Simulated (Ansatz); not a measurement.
Given:

End structure of a constructed model of the (100) surface of alpha tin, top plane replaced by P dimers, 2x1 (bottom of the slab: dihydride, held):

```xyz
20
Lattice="9.4144 0.0000 0.0000 0.0000 4.7072 0.0000 0.0000 0.0000 28.5000" Properties=species:S:1:pos:R:3 pbc="T T T"
Sn     2.3536     0.0000     9.3459
Sn     7.0608     0.0000     9.3459
Sn     2.3536     2.3536    11.0102
Sn     7.0608     2.3536    11.0102
Sn    -0.0287     2.3536    12.6572
Sn     4.7359     2.3536    12.6574
Sn    -0.1288     0.0000    14.3141
Sn     4.8363     0.0000    14.3146
Sn     2.3536     0.0000    15.7251
Sn     7.0612     0.0000    16.2139
Sn     2.3537     2.3536    17.2678
Sn     7.0627     2.3536    17.9879
Sn     0.3558     2.3536    19.2907
Sn     4.3547     2.3536    19.2876
P      1.2844     0.0000    20.4223
P      3.4270     0.0000    20.4193
H      3.7057     0.0000     8.2192
H      1.0015     0.0000     8.2192
H      8.4128     0.0000     8.2192
H      5.7087     0.0000     8.2192
```

Slab: 20 atoms, 12.1 Å thick at the start with caps and adatoms (thin: gaps and levels are the slab's own); k 3x6x1, smearing 0.025 eV, dipole-corrected; single point; on the structure that PBE left under its start's symmetry; no spin (no spin-polarised run to compare, though such a face may carry moments), no spin-orbit, no U. The slab shows no gap on its mesh. It is one candidate, not shown to be the stable structure of the face.

### Question
Predict the work function of the top face from r2SCAN, at the PBE geometry in Ansatz (a program for electronic structure).

### Answer
4.85 eV
